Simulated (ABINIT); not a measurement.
A user runs ABINIT on HfTeSe (P3m1, 3 atoms in the cell) and asks whether the run is sound. The aim is a self-consistent single point with DFT, LDA (PW92), plane waves, PAW (JTH v2.0 LDA PAW).

Cell that was meant: a = 3.9384 Å, b = 3.9384 Å, c = 6.8644 Å, α = 90.00°, β = 90.00°, γ = 120.00°.

Part of the input:

```
         0.0000000000    0.0000000000    0.9817700000
         0.6666666667    0.3333333333    0.2507200000
         0.3333333333    0.6666666667    0.7675200000
cellcharge 1
ecut 20
pawecutdg 40
pawxcdev 0
```

Log, with long lists cut:

```
 Symmetries : space group P3 m 1 (#156); Bravais hP (primitive hexag.)

 -outvars: echo values of preprocessed input variables --------
   [... lines left out ...]

 Coarse grid specifications (used for wave-functions):

 getcut: wavevector=  0.0000  0.0000  0.0000  ngfft=  30  30  54
         ecut(hartree)=     20.000   => boxcut(ratio)=   2.00376

 Fine grid specifications (used for densities):

 getcut: wavevector=  0.0000  0.0000  0.0000  ngfft=  45  45  75
         ecut(hartree)=     40.000   => boxcut(ratio)=   2.00372

   5.54893091E+03                                ecore*ucvol(ha*bohr**3)

_setup2: Arith. and geom. avg. npw (full set) are    2657.954    2657.922
--- !BeginCycle
solver: {iscf: 17, nstep: 100, nline: 4, wfoptalg: 10, }
tolerances: {tolvrs: 1.00E-10, }
...

     iter   Etot(hartree)      deltaE(h)  residm     nres2
 ETOT  1  -67.426946244850    -6.743E+01 2.615E+00 3.450E+00
 ETOT  2  -68.335272979339    -9.083E-01 4.210E-02 1.111E+00
 ETOT  3  -68.328004360310     7.269E-03 1.478E-02 1.771E-01
 ETOT  4  -68.328324082437    -3.197E-04 1.580E-02 2.008E-02
 ETOT  5  -68.328299898136     2.418E-05 3.352E-03 8.605E-04
   [... 5 lines left out ...]
 ETOT 11  -68.328300871608    -2.725E-10 2.670E-04 6.255E-09
 ETOT 12  -68.328300871621    -1.286E-11 2.397E-04 6.180E-10
 ETOT 13  -68.328300871629    -8.129E-12 2.203E-04 1.557E-10
 ETOT 14  -68.328300871630    -9.663E-13 1.453E-04 1.989E-11
 At SCF step   14       nres2   =  1.99E-11 < tolvrs=  1.00E-10 =>converged.

 Cartesian components of stress tensor (hartree/bohr^3)
  sigma(1 1)=  3.06139512E-04  sigma(3 2)=  0.00000000E+00
  sigma(2 2)=  3.06139513E-04  sigma(3 1)=  0.00000000E+00
  sigma(3 3)=  2.59777729E-04  sigma(2 1)=  6.59555490E-15

 ----iterations are completed or convergence reached----

 reduced coordinates (array xred) for    3 atoms
       0.000000000000      0.000000000000      0.981770000000
       0.666666666667      0.333333333333      0.250720000000
       0.333333333333      0.666666666667      0.767520000000
 cartesian forces (eV/Angstrom) at end:
    1     -0.00000000000000     0.00000000000000    -0.79031328585326
   [... lines left out ...]
 Fermi (or HOMO) energy (hartree) =  -0.18034   Average Vxc (hartree)=  -0.33995
total_energy        : -6.83283013855545E+01
   [... lines left out ...]
monopole_correction :  1.41473627718240E-01
monopole_correction_eV:  3.84969318990777E+00
...

-Cartesian components of stress tensor (GPa)         [Pressure= -8.5523E+00 GPa]
- sigma(1 1)=  9.00693390E+00  sigma(3 2)=  0.00000000E+00
- sigma(2 2)=  9.00693391E+00  sigma(3 1)=  0.00000000E+00
- sigma(3 3)=  7.64292336E+00  sigma(2 1)=  1.94047892E-10

 Calculation completed.
```

Problem. Can these results be used? Check the input.

Solution. The run is not sound. The fault is an unintended net charge. A charged periodic cell changes the electron count and is neutralised by a uniform background, so energy, forces and pressure belong to another system. To fix it, remove the charge. The run converged in 14 iterations without an error; against the sound input the pressure goes from -6.20 to -8.55 GPa and the largest force goes from 0.662 to 0.790 eV/Å.

The sound input it was made from differs as follows (other fixes are possible):
```diff
-cellcharge 1
```

With that input, the run converged in 15 iterations: free energy E − TS -1863.78 eV; Fermi level (on the code's own zero) -3.52 eV; pressure -6.20 GPa; largest force (vector length) 0.662 eV/Å (DFT, LDA (PW92), plane waves, PAW (JTH v2.0 LDA PAW)).

On the sound input: the starting cell comes from a database of computed structures (which also holds hypothetical and non-ambient phases and stackings), without a prior relaxation at this level. Its lattice was rescaled by a random factor within 2.5 % of one. With a pressure of about -6 GPa the cell is away from its equilibrium volume at this level.
